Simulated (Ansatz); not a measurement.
PtC (model structure, Fm-3m, No. 225, 2 atoms in the cell): bulk modulus by level of theory

No measured value is used here.

| level (code) | value (GPa) | cell (Å³/atom) |
|---|---|---|
| LDA (Ansatz) | 309 | 10.57 |
| PBE (Ansatz) | 259 | 11.14 |
| PBEsol (Ansatz) | … | 10.77 |
| r²SCAN (Ansatz) | 277 | 11.00 |

Problem. Fill in the missing entries.

Solution. 
- PBEsol (Ansatz, a quantum-chemistry and plane-wave program), value (GPa): 291

Density-functional levels without +SOC have no spin–orbit coupling. LDA, PBE, PBEsol, r²SCAN: the bulk modulus is −V dP/dV from two relaxed cells at ±2 % in volume. Each level is taken at its own relaxed cell. Cutoffs differ between the levels. Ansatz's density-functional and Hartree–Fock values are scalar-relativistic unless marked +SOC, with PAW data made under PBE.

A model structure was made by putting elements into a prototype or built by hand; it is no filed structure, need not be a known phase, and can be a saddle point held by its symmetry.
